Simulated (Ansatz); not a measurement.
The starting structures come from a database of crystals and need not be the phases stable at ambient conditions.

The decay constant κ of evanescent states in the gap governs leakage through a thin film.

Data:

```yaml
crystal:
  lattice:
    - [6.19316, 0.00000, 0.03613]
    - [0.00000, 10.28492, 0.00000]
    - [0.90922, 5.14246, 2.82826]
  atoms:
    - { symbol: Al, position: [0.00000, 0.16657, 0.00000] }
    - { symbol: Al, position: [0.00000, 0.83343, 0.00000] }
    - { symbol: Cl, position: [0.22763, 0.21567, 0.56867] }
    - { symbol: Cl, position: [0.77237, 0.78433, 0.43133] }
    - { symbol: Cl, position: [0.77429, 0.42673, 0.50322] }
    - { symbol: Cl, position: [0.22571, 0.57327, 0.49678] }
    - { symbol: Cl, position: [0.22571, 0.92995, 0.49678] }
    - { symbol: Cl, position: [0.77429, 0.07005, 0.50322] }
```

Space group of this cell: C2/m. The cell was relaxed by PBE-D3(BJ).

Transport runs along the normal of the first two printed cell vectors.

The gap is the functional's own. No spin-orbit coupling. Mid-gap values are interpolated on the energy grid.

**Question.** Give the band gap and the smallest decay constant κ at mid-gap that PBEsol run with Ansatz (a program for electronic structure) yields.

**Answer.** Gap 5.05 eV on a 6×10×10 mesh; κ = 0.348 1/Å, at the zone centre.
